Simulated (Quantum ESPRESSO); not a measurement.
Quantum ESPRESSO run on LaCu₃Ni₂ (P6/mmm, 6 atoms in the cell): self-consistent single point.

Level of theory: LDA (PZ), GBRV 1.5 ultrasoft (LDA) pseudopotentials (plane waves; Quantum ESPRESSO).

```
CELL_PARAMETERS angstrom
      5.01020     0.00000     0.00000
     -2.50510     4.33896     0.00000
      0.00000     0.00000     4.04750
ATOMIC_POSITIONS crystal
  La 0.00000 0.00000 0.00000
  Cu 0.50000 0.00000 0.50000
  Cu 0.50000 0.50000 0.50000
  Cu 0.00000 0.50000 0.50000
  Ni 0.33333 0.66667 0.00000
  Ni 0.66667 0.33333 0.00000
```

Reference input (self-consistent single point, DFT, LDA (PZ), plane waves, GBRV 1.5 ultrasoft (LDA) pseudopotentials): ecutwfc = 50 Ry; ecutrho = 400 Ry; occupations = smearing; smearing = cold; degauss = 0.0073499 Ry; potentials = {La: la_lda_v1.uspp.F.UPF, Cu: cu_lda_v1.2.uspp.F.UPF, Ni: ni_lda_v1.4.uspp.F.UPF}; K_POINTS = automatic 4 4 5 0 0 0; conv_thr = 1e-10 Ry; mixing_beta = 0.7. This run's input differs from it in these lines:

```diff
@@ -38,3 +38,3 @@
 K_POINTS {automatic}
-4 4 5  0 0 0
+5 5 6  0 0 0
```

Output, abridged:

```
     Self-consistent Calculation

     iteration #  1     ecut=    50.00 Ry     beta= 0.70

     total energy              =   -1723.68687827 Ry
     estimated scf accuracy    <     340.07254191 Ry

     iteration #  2     ecut=    50.00 Ry     beta= 0.70

     total energy              =   -2047.54507424 Ry
     estimated scf accuracy    <     501.60392512 Ry

     iteration #  3     ecut=    50.00 Ry     beta= 0.70

     total energy              =   -2030.25222286 Ry
     estimated scf accuracy    <     150.26036185 Ry

   [... 31 blocks of this kind left out ...]

     iteration # 35     ecut=    50.00 Ry     beta= 0.70

     negative rho (up, down):  5.970E-02 0.000E+00

     total energy              =   -1999.35361176 Ry
     estimated scf accuracy    <          3.3E-10 Ry

     iteration # 36     ecut=    50.00 Ry     beta= 0.70

     negative rho (up, down):  5.970E-02 0.000E+00
     End of self-consistent calculation

   [... 5 lines left out ...]

   [... 5 lines left out ...]

     the Fermi energy is    15.2911 ev

!    total energy              =   -1999.35361176 Ry
     estimated scf accuracy    <          2.2E-11 Ry
     smearing contrib. (-TS)   =      -0.00010211 Ry
     internal energy E=F+TS    =   -1999.35350965 Ry

     convergence has been achieved in  36 iterations

     negative rho (up, down):  5.970E-02 0.000E+00

     Forces acting on atoms (cartesian axes, Ry/au):

     atom    1 type  1   force =     0.00000000   -0.00000000   -0.00000000
   [... zero for the other atoms too ...]

     Total force =     0.000000     Total SCF correction =     0.000000

     negative rho (up, down):  5.970E-02 0.000E+00
          total   stress  (Ry/bohr**3)                   (kbar)     P=      -76.28
  -0.00054888   0.00000000   0.00000000          -80.74        0.00        0.00
   0.00000000  -0.00054888   0.00000000            0.00      -80.74        0.00
   0.00000000   0.00000000  -0.00045786            0.00        0.00      -67.35

   JOB DONE.
```

The run converged in 36 iterations. Against the reference run the free energy stays essentially unchanged (within 1 meV/atom) and the pressure goes from -7.83 to -7.63 GPa.

The starting cell comes from a database of computed structures (which also holds hypothetical and non-ambient phases and stackings), without a prior relaxation at this level. Spin polarisation is off. With a pressure of about -8 GPa the cell is away from its equilibrium volume at this level.

Cost on one core of a shared machine: roughly 7 min.
